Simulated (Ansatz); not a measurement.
How far PBE and PBEsol part for hypothetical CsCl type CoTe, Te → Pb

Consider CoTe in the CsCl type structure (space group Pm-3m, No. 221; a = 3.251 Å; ferromagnetic; a hypothetical phase, not in the database extracts checked).

(Cell as relaxed with PBE.)

Levels (all Ansatz, a quantum-chemistry and plane-wave program, PAW): PBE (420 eV, no SOC); PBEsol (420 eV, no SOC).

Each level relaxes its own structure.

| base | PBE | PBEsol |
|---|---|---|
| volume per atom | 17.17 Å³ | 16.26 Å³ |
| lattice parameter a | 3.251 Å | 3.192 Å |
| band gap | zero | zero |
| largest site moment | 0.58 μB | 0.37 μB |

Modification: Pb takes the place of Te on all its sites, then cell and atoms are relaxed.

| quantity | PBE | PBEsol |
|---|---|---|
| largest site moment | 1.14 μB | … |
| lattice parameter a | 3.313 Å | … |
| magnetic state | ferromagnetic | … |

### Question
Given the PBE results, estimate those of PBEsol.

### Answer

- largest site moment, PBEsol: 1.00 μB
- lattice parameter a, PBEsol: 3.243 Å
- magnetic state, PBEsol: ferromagnetic

PBE's largest site moment lies 0.134 μB above PBEsol's; PBE's lattice parameter a lies 0.070 Å above PBEsol's (2.2 %); the two agree on the magnetic state. Neither level is exact; PBEsol is the comparison here, not a measurement.

The magnetic state is the one reached from the starting moments; the real material's order can differ, and small cells can't hold many antiferromagnetic ones. No phonon test of stability was made. As relaxed here, CoPb is a hypothetical phase, not in the database extracts checked. Starting moments died away, wholly or in part, for the base; another magnetic solution may exist.
